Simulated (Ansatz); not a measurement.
An Ansatz (an electronic-structure program) input (PBE-D3(BJ) in Ansatz (plane waves to 420 eV, PAW, no spin-orbit coupling)):

Ansatz 0.2 input:
```yaml
crystal:
  lattice:
    - [3.6000302589, 0, 0]
    - [0, 3.6000302589, 0]
    - [0, 0, 6.8065586767]
  atoms:
    - { symbol: Hf, position: [0, 0, 0] }
    - { symbol: Hf, position: [0.5, 0.5, 0] }
    - { symbol: Hf, position: [0.5, 0, 0.3694709596] }
    - { symbol: Hf, position: [0, 0.5, 0.6305290404] }
    - { symbol: C, position: [0.5, 0, 0.7291087365] }
    - { symbol: C, position: [0, 0.5, 0.2708912635] }
basis: { ecutwfc: 420, ecutrho_ratio: 4, xc_grid: 2, fft_grid_basis: typed }
kpoints: { mp_grid: { grid: [13, 13, 7] } }
hamiltonian:
  xc: pbe
  dispersion: d3bj
  pseudopotentials: { kind: paw }
scf: { occupations: { method: fermi_dirac, width: 0.05 }, convergence: { dr2_threshold: 0.0000000006 } }
output: { forces: true, stress: true }
```

Task: Which symmetry and how many k-points will the program report, and about how many plane waves at Γ?

Result: Space group P4/nmm (ITA 129) with 16 operations, k-points 112 of 1183, and 1735 plane waves at Γ.

No phonon test of stability was made. All final runs are without spin polarisation. The cell is Hf$_{2}$C (space group P4/nmm, No. 129; a hypothetical phase, not in the database extracts checked). The D3 term's C6 switches between coordination references near this geometry, which can add small steps to energies.
